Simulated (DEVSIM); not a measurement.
System: Si p-i-n diode, at 300 K.

Layer 1 from the left is Si, thickness (μm) 1.20, Na (cm⁻³) 1.9e17, τn (s) 0.00014, τp (s) 0.00014. Layer 2 from the left is Si, thickness (μm) 2.00, Nd (cm⁻³) 2.8e12, τn (s) 0.00014, τp (s) 0.00014. Layer 3 from the left is Si, thickness (μm) 3.70, Nd (cm⁻³) 3.3e18, τn (s) 0.00014, τp (s) 0.00014.

Left contact: ohmic. Right contact: ohmic. Voltage is applied to the left contact. Recombination: SRH at mid-gap, radiative. Mobility is μmin + (μ − μmin)/(1 + (N/Nref)^α).

The device is made up for the run: typed textbook-type constants, with dimensions and the other settings drawn at random. Values at 300 K.

Si: gap (eV) 1.124, affinity (eV) 4.05, permittivity 11.7, Nc (cm⁻³) 2.86e19, Nv (cm⁻³) 3.1e19, μn (cm²/Vs) 1417, μp (cm²/Vs) 470, μn,min 52, μp,min 45, Nref,n 9.7e16, Nref,p 2.2e17, αn 0.68, αp 0.72, B (cm³/s) 4.7e-15.

Simulated with DEVSIM: 1D drift-diffusion, Boltzmann statistics, complete ionisation; no tunnelling, impact ionisation, image-force lowering or self-heating.

Q: What does the simulation give for the potential step across the device at zero bias, the dark forward voltage at 100 A/cm²?

A: potential step across the device at zero bias 0.936 V; dark forward voltage at 100 A/cm² 0.772 V.
